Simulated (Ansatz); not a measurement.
Partial pair distribution functions of a relaxed model of amorphous Si24O49Be, broadened by 0.06 Å; density 2.20 g/cm³. These are PBE, scalar-relativistic without spin-orbit coupling (plane waves to 420 eV, PAW; Ansatz, a first-principles code) values and carry that method's errors.

A CHGNet melt-quench gave the starting glass, which DFT then relaxed. O atoms were pushed apart under 1.9 Å during the dynamics, to hinder bonds among them. The hot cell started wider than the set density and was brought back towards it in steps. It is the lowest in DFT energy of 2 quenches. It is a model cell: composition and starting density were chosen by hand, and all elements were melted together. No dispersion term was used. Its density started from a set value of 2.20 and ended at 2.20 g/cm³. Cooling (nominally 320 K/ps over its main leg) ran many orders faster than in experiment, which tends to leave more defects and strain. Values belong to this one cell and scatter from quench to quench. The volume was held where the preparation left it and the shape relaxed, at a PBE pressure of 0.6 GPa. Stress components on the final sampling reach 0.6 GPa.

| r (Å) | g Si-O | g O-Be | g Si-Si | g O-O |
|---|---|---|---|---|
| 1.25 | 0.00 | 0.00 | 0.00 | 0.00 |
| 1.35 | 0.00 | 0.52 | 0.00 | 0.00 |
| 1.45 | 0.27 | 7.54 | 0.00 | 0.00 |
| 1.55 | 7.59 | 7.38 | 0.00 | 0.00 |
| 1.65 | 16.18 | 0.58 | 0.00 | 0.00 |
| 1.75 | 2.87 | 2.13 | 0.00 | 0.00 |
| 1.85 | 0.05 | 2.97 | 0.00 | 0.00 |
| 1.95 | 0.00 | 0.26 | 0.00 | 0.00 |
| 2.05 | 0.00 | 0.00 | 0.00 | 0.00 |
| 2.15 | 0.00 | 0.00 | 0.01 | 0.00 |
| 2.25 | 0.00 | 0.00 | 0.25 | 0.02 |
| 2.35 | 0.00 | 0.09 | 0.71 | 0.16 |
| 2.45 | 0.00 | 1.40 | 0.15 | 0.32 |
| 2.55 | 0.00 | 1.30 | 0.00 | 2.61 |
| 2.65 | 0.00 | 0.08 | 0.04 | 7.08 |
| 2.75 | 0.05 | 0.00 | 0.33 | 3.69 |
| 2.85 | 0.05 | 0.00 | 1.31 | 1.13 |
| 2.95 | 0.06 | 0.00 | 4.13 | 0.39 |
| 3.05 | 0.11 | 0.12 | 4.06 | 0.32 |
| 3.15 | 0.35 | 1.25 | 2.92 | 0.47 |
| 3.25 | 0.74 | 1.87 | 1.34 | 0.49 |
| 3.35 | 0.89 | 1.46 | 0.09 | 0.35 |
| 3.45 | 0.92 | 0.50 | 0.00 | 0.43 |
| 3.55 | 0.84 | 1.05 | 0.00 | 0.63 |
| 3.65 | 1.28 | 1.68 | 0.01 | 0.69 |
| 3.75 | 1.85 | 2.78 | 0.15 | 0.84 |
| 3.85 | 1.70 | 0.90 | 0.44 | 0.76 |
| 3.95 | 1.69 | 0.48 | 0.50 | 0.74 |
| 4.05 | 1.52 | 0.70 | 0.69 | 0.93 |
| 4.15 | 1.76 | 1.19 | 0.94 | 0.78 |
| 4.25 | 2.01 | 2.21 | 0.50 | 0.67 |
| 4.35 | 1.06 | 1.37 | 0.63 | 0.63 |
| 4.45 | 0.62 | 0.13 | 0.73 | 0.60 |
| 4.55 | 0.57 | 0.44 | 0.67 | 0.76 |
| 4.65 | 0.78 | 1.27 | 0.80 | 0.91 |
| 4.75 | 0.79 | 1.23 | 1.01 | 1.13 |
| 4.85 | 0.65 | 0.31 | 1.01 | 1.51 |
| 4.95 | 0.45 | 0.15 | 1.18 | 1.70 |

Within 1.90 Å each Si has 4.00 O neighbours on average.
